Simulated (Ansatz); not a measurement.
C (I4_1/amd), r2SCAN, rigid bands (Ansatz, an electronic-structure program): Condition of this run: biaxial stress in (001) of -44 GPa (compression positive) (the target of the relaxation). band gap 2.83 eV, N_c = 1.63e19 cm⁻³ and N_v = 4.75e18 cm⁻³ at 300 K, conductivity masses along y (a = (0.00, 1.86, 1.76) Å; b = (1.86, 0.00, 1.76) Å; c = (1.86, 1.86, 0.00) Å) of 0.280 mₑ (electrons) and 0.276 mₑ (holes). Take k_BT = 0.02585 eV.

What built-in voltage has an abrupt junction with N_A = 1e17 and N_D = 1e18 cm⁻³, all dopants ionised?

V_bi = E_g/e − (k_BT/e) ln(N_c N_v/(N_A N_D)) = 2.83 − 0.02585 × 6.65 = 2.66 V. It follows the computed gap one for one.

What thermal injection velocity √(2k_BT/πm) limits a ballistic channel along the direction named?

1.02e7 cm/s for electrons and 1.02e7 cm/s for holes, a ratio of √(m_h/m_e) = 0.993, for dilute carriers.

A film of it is 2 nm thick, with its normal along the direction named. Estimate the confinement energies in an infinite well.

ħ²π²/(2m t²) = 0.376 eV·nm²/(m/mₑ × t²) gives 336 meV for electrons and 341 meV for holes, so the gap would widen to about 3.51 eV. Finite barriers and nonparabolic bands lower this, and with several valleys or bands the heaviest mass along the normal sets the lowest level, not this average.

Rigid, parabolic bands with the computed gap; masses take one relaxation time for all states. Spin-orbit coupling is left out. Geometry: cell and atoms relaxed with PBEsol.
